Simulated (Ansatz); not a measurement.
AlOCl (Pmmn, No. 59; cell taken from a computed entry) was calculated with LDA in Ansatz (PAW).

Numerical settings: plane-wave cutoff 500 eV, 12×12×6 k mesh (along the axes of the cell as run), gaussian smearing 0.02 eV, scalar-relativistic PAW data made under PBE.

Cell (relaxed at this level):

```cif
data_Al2Cl2O2
_chemical_formula_sum 'Al2 Cl2 O2'
_space_group_name_H-M_alt 'Pmmn :1'
_space_group_IT_number 59
_space_group_name_Hall 'P 2 2ab -1ab'
_cell_length_a 3.11181
_cell_length_b 3.59711
_cell_length_c 7.64146
_cell_angle_alpha 90.000
_cell_angle_beta 90.000
_cell_angle_gamma 90.000
loop_
_space_group_symop_operation_xyz
  'x, y, z'
  '-x, -y, z'
  'x+1/2, -y+1/2, -z'
  '-x+1/2, y+1/2, -z'
  '-x+1/2, -y+1/2, -z'
  'x+1/2, y+1/2, -z'
  '-x, y, z'
  'x, -y, z'
loop_
_atom_site_label
_atom_site_type_symbol
_atom_site_symmetry_multiplicity
_atom_site_Wyckoff_symbol
_atom_site_fract_x
_atom_site_fract_y
_atom_site_fract_z
_atom_site_occupancy
Al1 Al 2 b 0.00000 0.50000 0.10692 1
Cl1 Cl 2 a 0.00000 0.00000 0.67529 1
O1 O 2 a 0.00000 0.00000 0.05023 1
```

Question: What does this level give for the band gap?

Answer: 
- band gap = 5.77 eV (on the SCF k mesh)

Note: the relaxation could not lower the start's symmetry, so the cell can be a saddle point above a distorted one.

The computed numbers hold no vibrational or temperature effects.

Ansatz is a first-principles code.
